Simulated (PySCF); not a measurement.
PySCF 2.14.0, B3LYP/def2-tzvp, df: Zr(NH)(F)(NH2) ([NH]=[Zr]([NH2])[F]), 7 atoms. The geometry is a generated start, not checked to be a minimum at this level.

```yaml
task: energy
method: b3lyp
basis: def2-tzvp
two_electron_scheme: density fitting
mol.max_memory: 3000 MB
mf.max_cycle: 100
mf.conv_tol: 1e-09 (default)
mf.grids.level: 3 (default)
effective_core_potentials: those of the basis set, past Kr
basis_functions: 151
grid_points: 93880
```

```xyz
7

Zr     1.0196    -0.3549     0.3604
N      0.1872    -1.6097    -0.7853
H     -0.7856    -1.9244    -0.5821
F      0.2139    -0.5057     2.0695
N      0.1949     1.3998    -0.3070
H     -0.4763     1.7100     0.4183
H     -0.3537     1.2849    -1.1738
```

Charge 0 and multiplicity 1 are set for this test and not shown to be the ground state.

With the defaults (mf.DIIS = CDIIS, mf.diis = true, mf.diis_space = 8, mf.init_guess = minao, mf.damp = 0, mf.diis_start_cycle = 1, newton = off) it converges in 14 Fock builds. One run each on 2 threads, 1 BLAS thread, with these changes:
- mf.diis_space = 12
- mf.init_guess = huckel
- mf.init_guess = atom
- mf.DIIS = EDIIS
- mf.diis = false, mf.damp = 0.7, mf.diis_start_cycle = 999
- mf.diis_space = 3
- newton = Hessian by the SCF's own integrals
- mf.diis = false
- mf.damp = 0.3, mf.diis_start_cycle = 4

Task: Name the settings that don't reach the solution of the defaults.

Result: No convergence: mf.DIIS = EDIIS; mf.diis = false (the run ends without SCF convergence in 100 cycles). The rest reach the solution of the defaults.

```json
[
 {"setting": "the defaults", "Fock builds": "14", "end": "same solution"},
 {"setting": "mf.diis_space = 12", "Fock builds": "14", "end": "same solution"},
 {"setting": "mf.init_guess = atom", "Fock builds": "15", "end": "same solution"},
 {"setting": "mf.init_guess = huckel", "Fock builds": "18", "end": "same solution"},
 {"setting": "mf.damp = 0.3, mf.diis_start_cycle = 4", "Fock builds": "22", "end": "same solution"},
 {"setting": "mf.diis = false, mf.damp = 0.7, mf.diis_start_cycle = 999", "Fock builds": "29", "end": "same solution"},
 {"setting": "mf.diis_space = 3", "Fock builds": "37", "end": "same solution"},
 {"setting": "newton = Hessian by the SCF's own integrals", "Fock builds": "40", "end": "same solution"},
 {"setting": "mf.DIIS = EDIIS", "Fock builds": "101", "end": "no convergence"},
 {"setting": "mf.diis = false", "Fock builds": "101", "end": "no convergence"}
]
```

Under newton the count holds the products with the orbital Hessian.
